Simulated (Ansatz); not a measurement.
Functionals compared on the (110) surface of germanium in its 1x1 cell, relaxed from an ideal cut (the real face may reconstruct), outermost plane spacing 2.04 Å in the ideal cut, in Ansatz (plane waves, PAW). The structure was relaxed with PBE; the other rows are single points on it, each with its references at the same level. Cutoff 420 eV (500 eV for r2SCAN).

Model: 14-atom slab, 12.2 Å thick at the start, 6x5x1 mesh, Fermi-Dirac 0.025 eV, dipole correction, all atoms relaxed; held to the start's symmetry, so lower structures may exist; no spin (no spin-polarised run to compare, though such a face may carry moments), no spin-orbit, no U. The slab shows no gap on its mesh. These notes are the PBE run's.

```
functional  surface energy (J/m²)  work function of the top face (eV)         rough cost of the single point
----------  ---------------------  ----------------------------------  -------------------------------------
PBE                          1.23                                4.68                                      –
LDA                          1.45                                4.92           very roughly 80 core-seconds
PBEsol                 (withheld)                          (withheld)         around 80 core-seconds (rough)
RPBE                         1.13                                4.59           very roughly 90 core-seconds
r2SCAN                       1.49                                4.88  about 3 core-minutes (a rough figure)
```

Q: Complete the blanks.

A: 
- PBEsol, surface energy (J/m²): 1.37
- PBEsol, work function of the top face (eV): 4.73

Ansatz is a first-principles code.
